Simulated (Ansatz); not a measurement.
System: quartz-high SiO₂ (high-temperature phase). Method: HSE06 (Ansatz, a quantum-chemistry and plane-wave program, PAW).

Numerical settings: plane-wave cutoff 460 eV, 6×6×4 k mesh (along the axes of the cell as run), Fermi–Dirac smearing 0.01 eV, scalar-relativistic PAW data made under PBE.

Cell (relaxed with PBEsol):

```
O2Si
1.0
    5.08145     0.00000     0.00000
   -2.54072     4.40066     0.00000
    0.00000     0.00000     5.55966
Si O
3 6
Direct
  0.00000   0.50000   0.66667
  0.50000   0.00000   0.00000
  0.50000   0.50000   0.33333
  0.79223   0.58446   0.50000
  0.20777   0.79223   0.83333
  0.41554   0.20777   0.16667
  0.20777   0.41554   0.50000
  0.79223   0.20777   0.83333
  0.58446   0.79223   0.16667
```

Problem. Give the computed band gap and smallest direct gap on the k points sampled.

Solution. 
- band gap = 7.42 eV (indirect)
- smallest direct gap on the k points sampled = 7.61 eV

Note: symmetry holds this phase in the static calculation, where it need not be a minimum; held by symmetry at 0 K, a high-temperature phase can be a saddle point; cell and atoms aren't relaxed at this level (largest force component 0.19 eV/Å, pressure -2.4 GPa).

Static lattice: no zero-point or thermal effects.

It cost very roughly 2.9 core-minutes of CPU time.
